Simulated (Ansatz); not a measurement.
Consider ZnInGaO₄ (space group R3m, No. 160; a = 3.315 Å, c = 25.754 Å (hexagonal axes)).

The change: full substitution In → Sb, then cell and atoms are relaxed.

Levels (all Ansatz, a quantum-chemistry and plane-wave program, PAW, earlier PAW set): PBEsol (420 eV, no spin-orbit coupling); r2SCAN (500 eV, no spin-orbit coupling); HSE06 (420 eV, no spin-orbit coupling); PBEsol+SOC (420 eV, spin-orbit coupling included).

One geometry, relaxed with PBEsol, under each level:

```json
[
 {"level": "PBEsol", "band gap": "0.30 eV", "lowest conduction level above the VBM at special points": "T 0.30 eV; Γ 0.78 eV; L 1.86 eV; F 1.96 eV", "pressure": "0.00 GPa"},
 {"level": "r2SCAN", "band gap": "0.54 eV", "lowest conduction level above the VBM at special points": "T 0.54 eV; Γ 1.04 eV; L 2.18 eV; F 2.26 eV", "pressure": "0.20 GPa"},
 {"level": "HSE06", "band gap": "1.22 eV", "lowest conduction level above the VBM at special points": "T 1.22 eV; Γ 1.69 eV; L 2.84 eV", "pressure": "–"},
 {"level": "PBEsol+SOC", "band gap": "0.27 eV", "lowest conduction level above the VBM at special points": "T 0.27 eV; Γ 0.74 eV; L 1.83 eV; F 1.92 eV", "pressure": "0.02 GPa"}
]
```

Single points use the geometry relaxed with PBEsol. Their cutoffs differ, which shifts pressures a little. HSE06 was sampled on its mesh, a few special points and the semilocal edge points, so its gap is an upper bound. The spin-orbit shifts are approximate. Spin-orbit coupling, missing from the scalar runs, can matter with Sb. No phonon test of stability was made. As relaxed here, ZnGaSbO4 is a hypothetical phase, not in the database extracts checked. The zero or small gap of ZnGaSbO4 can change with the level of theory.
